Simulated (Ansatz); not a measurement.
Here is the system:

```
Nb
1.0
   -1.64774     1.64774     1.62449
    1.64774    -1.64774     1.62449
    1.64774     1.64774    -1.62449
Nb
1
Cartesian
  0.00000   0.00000   0.00000
```

Computed with PBEsol, rigid bands (plane waves, PAW, scalar-relativistic; Ansatz, a first-principles code). Condition of this run: biaxial stress xx = yy = -2 GPa (compression positive) (the target of the relaxation). How the cell was made: cell and atoms relaxed with PBEsol, then loaded as said.

For narrow interconnects the product ρ₀λ of bulk resistivity and mean free path ranks metals, the lower the better. What is it here?

3.8 ×10⁻¹⁶ Ω·m².

And the Drude plasma energy and the root-mean-square Fermi velocity at 300 K?

9.3 eV; 6.4e5 m/s.

A metal at this level (no band gap); rigid bands, thermally averaged at 300 K, both spins. Spin-orbit coupling is left out. τ is one relaxation time for all states; the product of resistivity and mean free path takes one path for all states instead.
